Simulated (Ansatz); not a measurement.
SnBi2Te4 (R-3m, No. 166, 7 atoms in the cell; start mp-38605), treated with PBE (Ansatz, an electronic-structure program, PAW).

Settings: plane-wave cutoff 520 eV, 10×10×10 k mesh, Fermi–Dirac smearing 0.01 eV, scalar-relativistic PAW data made under PBE.

Cell (relaxed at this level):

Bi2SnTe4 is modelled in the trigonal space group R-3m, hexagonal axes (No. 166), Pearson symbol hR7. Conventional cell: a = b = 4.470 Å, c = 43.192 Å, α = β = 90.00°, γ = 120.00°. Sn on 3a is coordinated by 6 Te at 3.190 Å (octahedral). Bi on 6c is coordinated by 3 Te at 3.090 Å and 3 Te at 3.303 Å (octahedral). Te1 on 6c sees 3 Bi at 3.090 Å (trigonal pyramidal). Te2 on 6c sees 3 Sn at 3.190 Å and 3 Bi at 3.303 Å (octahedral). (Neighbours: up to the widest gap in distance over summed covalent radii, below 1.35, at either atom; cation-cation and far metal-metal contacts left out.)
(The calculation used a cell of 7 atoms; values per cell refer to that cell.)

Question: Estimate the band gap, smallest direct gap on the k points sampled and direct gap at Γ that the calculation returns.

Answer: 
band gap: 0.57 eV
smallest direct gap on the k points sampled: 0.60 eV
direct gap at Γ: 0.94 eV

Spin–orbit coupling is not included; with these elements it can move the gap by several tenths of an eV or more.

Static lattice: no zero-point or thermal effects.

Computing time: about 80 core-seconds (a rough figure).

A start named mp-… is a Materials Project structure, which need not be a measured phase.
